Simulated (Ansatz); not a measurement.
# Phonon-limited transport in CoSn (P6/mmm)

Given:

```
CELL_PARAMETERS angstrom
      5.22104     0.00000     0.00000
     -2.61052     4.52155     0.00000
      0.00000     0.00000     4.16430
ATOMIC_POSITIONS crystal
  Co 0.00000 0.50000 0.00000
  Co 0.50000 0.00000 0.00000
  Co 0.50000 0.50000 0.00000
  Sn 0.66667 0.33333 0.50000
  Sn 0.33333 0.66667 0.50000
  Sn 0.00000 0.00000 0.00000
```

All values below come from PBEsol, DFPT electron-phonon coupling, linearised Boltzmann equation (plane waves, PAW, scalar-relativistic; Ansatz, a first-principles code). Geometry: relaxed with this functional, without spin-orbit coupling.

```
Property                                                                                                      Result
----------------------------------------------------------------------------------  --------------------------------
resistivity at 300 K                                                                   56 (x), 56 (y), 3.9 (z) μΩ·cm
resistivity at 77 K                                                                 7.3 (x), 7.3 (y), 0.53 (z) μΩ·cm
electron mean free path at 300 K (weighted by the current that each state carries)   13.9 (x), 13.9 (y), 15.6 (z) nm
density of states at the Fermi level                                                      1.22 states/(eV·spin·cell)
Drude plasma energy                                                                   1.87 (x), 1.87 (y), 6.9 (z) eV
```

A metal at this level (no band gap). Only scattering by harmonic phonons is included (no impurities, grain boundaries, electron-electron scattering or thermal expansion). Spin-orbit coupling is left out. The squared frequency of the phonon mode least converged on the k mesh is uncertain by 21 %. The run warned that the eigensolver left some states short of its tolerance. Halving the electron mesh (20x20x20) moves the resistivity by up to 7 % at 300 K, the mean free path by up to 9 %. Smearing 0.20 eV; phonons on a 3x3x4 q mesh, which this run doesn't test and which matters most at low temperature.

Treated as nonmagnetic (a ferromagnetic start lost its moment, other orders weren't tried): CoSn (P6/mmm).
